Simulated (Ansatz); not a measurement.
Results of PBEsol (plane waves, PAW; Ansatz, a quantum-chemistry and plane-wave program) for BeTe (model structure, started from the beta GaS type, P6₃/mmc, No. 194, 8 atoms in the cell).

Run with plane-wave cutoff 500 eV, 12×12×4 k mesh (along the axes of the cell as run), Fermi–Dirac smearing 0.05 eV, scalar-relativistic PAW data made under PBE.

Cell (relaxed at this level):

```xyz
8
Lattice="3.9163 0.0000 0.0000 -1.9582 3.3916 0.0000 0.0000 0.0000 15.4891" Properties=species:S:1:pos:R:3 pbc="T T T"
Be     0.0000     2.2611     0.7842
Be     1.9582     1.1305     8.5288
Be     1.9582     1.1305    14.7049
Be     0.0000     2.2611     6.9603
Te     0.0000     2.2611     9.4554
Te     1.9582     1.1305     1.7109
Te     1.9582     1.1305     6.0336
Te     0.0000     2.2611    13.7782
```

**Question.** Estimate the band gap that the calculation returns.

**Answer.** 
- band gap: 1.82 eV (on the SCF k mesh)

Note: the relaxation could raise the start's symmetry but not lower it, so the cell can be a saddle point; the cell has widely spaced layers and the level no dispersion term, so their spacing and the moduli can rest on weak binding.

Spin–orbit coupling is not included; with these elements it can move the gap by several tenths of an eV or more.

Static lattice: no zero-point or thermal effects.

It cost around 15 core-minutes (rough) of CPU time.

A model structure was made by putting elements into a prototype or built by hand; it is no filed structure, need not be a known phase, and can be a saddle point held by its symmetry.
